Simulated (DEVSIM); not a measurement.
System: illuminated Si n-on-p cell, one wavelength, at 300 K.

Layer 1 from the left is Si, thickness (μm) 0.120, Nd (cm⁻³) 5.6e17, τn (s) 4.8e-8, τp (s) 7.2e-9, absorption coefficient (cm⁻¹) 790. Layer 2 from the left is Si, thickness (μm) 150, Na (cm⁻³) 3.8e15, τn (s) 3e-7, τp (s) 3e-7, absorption coefficient (cm⁻¹) 790.

Left contact: ohmic, minority hole recombination velocity 2e6 cm/s. Right contact: ohmic, minority electron recombination velocity 8000 cm/s. Voltage is applied to the left contact. Recombination: SRH at mid-gap, radiative, Auger. Light enters at the left, 9e17 photons cm⁻² s⁻¹, one pass, no reflection. Mobility is μmin + (μ − μmin)/(1 + (N/Nref)^α).

The device is made up for the run: typed textbook-type constants, with dimensions and the other settings drawn at random. Values at 300 K.

Si: gap (eV) 1.124, affinity (eV) 4.05, permittivity 11.7, Nc (cm⁻³) 2.86e19, Nv (cm⁻³) 3.1e19, μn (cm²/Vs) 1417, μp (cm²/Vs) 470, μn,min 52, μp,min 45, Nref,n 9.7e16, Nref,p 2.2e17, αn 0.68, αp 0.72, B (cm³/s) 4.7e-15, Cn (cm⁶/s) 2.8e-31, Cp (cm⁶/s) 9.9e-32.

DEVSIM, 1D drift-diffusion, Boltzmann statistics, complete ionisation; no tunnelling, impact ionisation, image-force lowering or self-heating.

### Question
What does the simulation give for the dark forward voltage at 1 A/cm², the potential step across the device at zero bias?

### Answer
dark forward voltage at 1 A/cm² 0.650 V; potential step across the device at zero bias 0.789 V.
